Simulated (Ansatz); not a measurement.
The reference is Ca in the fcc (Cu type) structure (space group Fm-3m, No. 225; a = 5.4558 Å; relaxed with 0.1 eV smearing).

Calculations: Kohn–Sham DFT with the PBEsol functional, run in Ansatz (a first-principles code) with PAW and 420 eV plane waves, no spin-orbit coupling.

Before the change:

| Item | Value |
|---|---|
| Pressure | 0.0 GPa |
| Band gap | zero |

One thing is altered: the cell is scaled by 0.9700 in all directions, atoms relaxed at fixed cell.

**Question.** What does the calculation give for the pressure, energy relative to the base and band gap after the change?

**Answer.** The pressure goes from zero to 1.9 GPa; the energy increases by 20 meV/atom; the band gap stays zero.

The cells carry an imposed strain or load. Stability against distortions was not tested.
